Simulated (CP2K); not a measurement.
Band structure of ZnS (P6_3mc, 8 atoms in the cell).

```xyz
8
Lattice="3.8082 0.0000 0.0000 -1.9041 3.2980 0.0000 0.0000 0.0000 12.4501" Properties=species:S:1:pos:R:3 pbc="T T T"
Zn     1.9041     1.0993     9.3367
Zn     0.0000     2.1987     3.1117
Zn     0.0000     0.0000     6.2251
Zn     0.0000     0.0000     0.0000
S      1.9041     1.0993    11.6748
S      0.0000     2.1987     5.4498
S      0.0000     0.0000     8.5575
S      0.0000     0.0000     2.3324
```

Level of theory: PBE, GPW, DZVP-MOLOPT-SR-GTH basis, GTH-PBE potentials (GTH_POTENTIALS) run with CP2K.

Settings: CUTOFF = 600 Ry; REL_CUTOFF = 50 Ry; KPOINTS/SCHEME = MONKHORST-PACK 7 7 2; GAMMA_CENTERED = T; XC_FUNCTIONAL = PBE; Zn/BASIS_SET = DZVP-MOLOPT-SR-GTH-q12; Zn/POTENTIAL = GTH-PBE-q12; S/BASIS_SET = DZVP-MOLOPT-SR-GTH-q6; S/POTENTIAL = GTH-PBE-q6; METHOD = GPW; EPS_DEFAULT = 1e-11; EXTRAPOLATION = USE_GUESS; NGRIDS = 5; SCF_GUESS = ATOMIC.

The starting cell comes from a database of computed structures (which also holds hypothetical and non-ambient phases and stackings), without a prior relaxation at this level. Its lattice was rescaled by a random factor within 2.5 % of one. Values carry the incompleteness of an atom-centred basis.

**Question.** Predict the gap along the standard path and the places of the band edges.

**Answer.** The gap along the path is 2.17 eV, direct at Γ to within 0.01 eV.

Levels in eV from the top of the valence band on the SCF mesh, bands 33 to 37:
```tsv
point	33	34	35	36	37
Γ	-0.47	-0.03	0.00	0.00	2.17
M	-1.64	-1.61	-1.13	-0.90	3.35
K	-2.35	-1.79	-1.79	-1.36	4.65
A	-0.15	-0.15	-0.15	-0.15	3.03
L	-1.54	-1.54	-1.13	-1.13	3.76
H	-1.84	-1.84	-1.64	-1.64	4.47
```

Higher empty bands are left out: an atom-centred basis made for the valence describes them poorly.
